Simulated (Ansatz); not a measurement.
Start from Pb in the fcc (Cu type) structure (space group Fm-3m, No. 225; a = 4.934 Å; relaxed with 0.1 eV smearing). Axes: x, y, z lie along the cube axes.

The values are results of DFT with PBEsol, PAW potentials and a 420 eV plane-wave cutoff in Ansatz (a first-principles code), spin-orbit coupling left out, not measurements.

Now apply this change: tensile biaxial strain of 0.50 % in the plane normal to [001], as in epitaxy on a mismatched substrate; the out-of-plane cell vector and the atoms relax.

Task: How does this affect the out-of-plane strain, in-plane stress and energy relative to the base?

Result: The out-of-plane strain amounts to -0.75 %; the mean in-plane stress (compression positive) is -0.2 GPa; the energy stays essentially unchanged.

Stability against distortions was not tested.
